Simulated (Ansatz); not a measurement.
Take Ge in the diamond structure (space group Fd-3m, No. 227; a = 5.622 Å) as the base. Axes: x, y, z lie along the cube axes.

All numbers come from DFT with LDA, PAW potentials and a 420 eV plane-wave cutoff in Ansatz (a first-principles code), no spin-orbit coupling.

Before the change:

The shortest interatomic distance comes out as 2.434 Å.

The change: tensor shear ε_xy = +0.86 % (engineering shear γ = 0.0172), atoms relaxed at fixed cell.

**Question.** Estimate the effect on the energy relative to the base and shortest interatomic distance.

**Answer.** The energy grows by 1.3 meV/atom; the shortest interatomic distance drops by 0.006 Å (2.434 Å → 2.428 Å).

The cells carry an imposed strain or load. Whether these cells are dynamically stable was not tested.
